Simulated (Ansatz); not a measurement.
# LiNbO3, element substitutions

Consider LiNbO3 (space group R-3, No. 148; a = 5.1952 Å, c = 14.1789 Å (hexagonal axes)).

Each row replaces one element on all its sites; cell and atoms are relaxed.

Method: PBEsol in Ansatz (plane waves to 420 eV, PAW, without spin-orbit coupling).

Task: Only one of these keeps a band gap. Which?
(A) O → Te
(B) Nb → Ta
(C) Nb → Mo

Result: B, Nb → Ta. Computed: Nb → Mo: zero; Nb → Ta: 4.48 eV; O → Te: zero

Spin-orbit coupling, missing from the scalar runs, can matter with Ta. Whether these cells are dynamically stable was not tested. As relaxed here, LiMoO3, LiTaO3 and LiNbTe3 are hypothetical phases, not in the database extracts checked. No Hubbard U is applied, and correlation can decide whether such a compound is a metal. The final runs are not spin-polarised. LiNbTe3 has a high density of states at the Fermi level and may be magnetic at this level.

Ansatz is an electronic-structure program.
